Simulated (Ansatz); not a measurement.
For GeRh (Pnma, No. 62), LDA (Ansatz, a program for electronic structure, PAW) gives:

bulk modulus: 174 GPa
cohesive energy: 6.68 eV/atom

Task: What does PBEsol (Ansatz, PAW) give for the same quantities?

Result: 
- bulk modulus: 164 GPa (shrinks by 5.7 %)
- cohesive energy: 6.00 eV/atom (shrinks by 0.68 eV/atom)

Changes are worked out from the printed values.

Unless a cell is named, each level is at its own relaxed cell (LDA 14.54, PBEsol 14.84 Å³/atom).

Caveats: the bulk modulus is −V dP/dV from two relaxed cells at ±2 % in volume (LDA, PBEsol). Ansatz's density-functional and Hartree–Fock values are scalar-relativistic unless marked +SOC, with PAW data made under PBE.
